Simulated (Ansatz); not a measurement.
The reference is SiC in the wurtzite structure (space group P6_3mc, No. 186; a = 3.076 Å, c = 5.048 Å).

One thing is altered: full substitution C → Ge, then cell and atoms are relaxed.

Levels (all Ansatz, a quantum-chemistry and plane-wave program, PAW): PBEsol (420 eV, spin-orbit coupling left out); r2SCAN (500 eV, no spin-orbit coupling); HSE06 (420 eV, no SOC).

At the geometry relaxed with PBEsol, these levels gave the following band gaps, in shuffled order: (a) 0.35 eV, (b) 0.97 eV, (c) 0.65 eV.

Q: Match each gap to its level.

A: (a) PBEsol; (b) HSE06; (c) r2SCAN.

Single points use the geometry relaxed with PBEsol. The hybrid gap comes from the SCF mesh plus the semilocal run's edge points and a few special points and is an upper bound. Whether these cells are dynamically stable was not tested. For SiGe in this form, whether it has been made was not checked.
